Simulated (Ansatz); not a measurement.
The parent structure is Fe in the bcc (W type) structure (space group Im-3m, No. 229; a = 2.832 Å; ferromagnetic).

Computed with Ansatz (a first-principles code), PBE, PAW, cutoff 420 eV, no spin-orbit coupling.

Before the change:

| Property | Result |
|---|---|
| Largest site moment | 2.22 μB |
| Pressure | 0.0 GPa |
| Magnetic state | ferromagnetic |
| Band gap | zero |

The change: the cell is scaled by 1.0106 in all directions; the atoms relax in the strained cell.

### Question
Estimate the effect on the energy relative to the base.

### Answer
The energy rises by 6.9 meV/atom.

### Question
Estimate the effect on the largest site moment.

### Answer
The largest site moment is nearly the same (2.22 μB against 2.26 μB).

### Question
How does this affect the pressure?

### Answer
The pressure goes from zero to -5.9 GPa.

### Question
How does this affect the magnetic state?

### Answer
The magnetic state is still ferromagnetic.

### Question
Estimate the effect on the band gap.

### Answer
The band gap stays zero.

Other magnetic orders, which the real material may have, were not ruled out. Stability against distortions was not tested.
